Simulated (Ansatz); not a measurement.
How far to go with the k-point mesh at a smearing width of 0.3 eV: TiCo (P4mm, 2 atoms in the cell)

```
TiCo
1.0
    2.98103     0.00000     0.00000
    0.00000     2.98103     0.00000
    0.00000     0.00000     2.98103
Ti Co
1 1
Cartesian
  0.00000   0.00000   0.05000
  1.49052   1.49052   1.49052
```

Computed with LDA (PW92), default PAW files made with PBE (plane waves; Ansatz, a quantum-chemistry and plane-wave program).

Base settings: basis.ecutwfc = 420 eV; kpoints.mp_grid.grid = 11 11 11; hamiltonian.xc = lda; hamiltonian.pseudopotentials = {kind: paw} (the program's default PAW files); scf.occupations.method = fermi_dirac; scf.occupations.width = 0.1 eV.

In this ladder: scf.occupations.width = 0.3 eV.

Only quantities that move along the ladder and can be compared are tabulated.

The count of work is k-points × plane waves × bands × iterations; it is no time. 

The starting cell has typed, rounded lattice constants, without a prior relaxation at this level. Its lattice was rescaled by up to half a per cent. One atom was moved a little off its site on purpose. Spin polarisation is off. In the base run, with a pressure of about -14 GPa the cell is away from its equilibrium volume at this level. Ansatz's pressure includes its estimate of the finite-basis (Pulay) stress.

Steps (kpoints.mp_grid.grid): 4 4 4; 5 5 5; 6 6 6; 7 7 7; 8 8 8; 10 10 10; 12 12 12; 15 15 15; 21 21 21; 26 26 26.

Q: What is the coarsest kpoints.mp_grid.grid that holds the free energy within 0.5 meV/atom of the last step, with all finer ones?

A: 7 7 7, at 0.027 of the last step's count of work; the step before is off by 0.61 meV/atom.

Q: What is the coarsest kpoints.mp_grid.grid that holds the pressure within 0.05 GPa of the last step, with all finer ones?

A: 7 7 7, at 0.027 of the last step's count of work; the step before is off by 0.09 GPa.

| kpoints.mp_grid.grid | free energy less the last step's (meV/atom) | pressure (GPa) | count of work / last |
|---|---|---|---|
| 4 4 4 | -3.99 | -12.39 | 0.012 |
| 5 5 5 | -2.28 | -12.36 | 0.012 |
| 6 6 6 | 0.61 | -12.18 | 0.027 |
| 7 7 7 | 0.10 | -12.26 | 0.027 |
| 8 8 8 | 0.18 | -12.26 | 0.051 |
| 10 10 10 | -0.01 | -12.27 | 0.086 |
| 12 12 12 | -0.01 | -12.27 | 0.13 |
| 15 15 15 | 0.00 | -12.27 | 0.20 |
| 21 21 21 | 0.00 | -12.27 | 0.49 |
| 26 26 26 | 0.00 | -12.27 | 1.0 |

Keys are those of Ansatz 0.2.
